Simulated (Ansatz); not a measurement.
Cost and result by functional for the surface energy of the (110) surface of zinc-blende BN in its 1x1 cell (cut with top plane B + N, bottom plane B + N), outermost plane spacing 1.28 Å in the ideal cut, in Ansatz (plane waves, PAW). Single points on the PBE structure, on one kind of machine; costs are rough ratios of the slab run's core time (references not counted) to the cheapest single point. r2SCAN's cost holds its higher cutoff (500 against 420 eV). Differences are taken against HSE06 for comparison alone: no measured value is at hand, so the table doesn't rank accuracy. HSE06 ran on a coarser k-mesh, which lowers its cost and carries part of its shift.

Set-up: 20 atoms, B10N10, 11.5 Å thick at the start; mesh 10x7x1; 0.025 eV smearing; dipole correction on; all atoms relaxed; symmetry of the start imposed; no spin, no spin-orbit, no U. These notes are the PBE run's.

```
functional                     relative cost  surface energy (J/m²)  less HSE06 (J/m²)
-----------------------------  -------------  ---------------------  -----------------
PBEsol                                     1                   3.12               0.13
LDA                                        1                   3.39               0.40
RPBE                                       1                   2.48              -0.51
r2SCAN                                     2                   2.96              -0.03
HSE06                                      7                   2.99               0.00
PBE (the relaxed run's value)              –                   2.77              -0.22
```

The values span 0.91 J/m², while the single points' costs differ by a factor of roughly 7. Differences are of unrounded values.

Ansatz is a program for electronic structure.
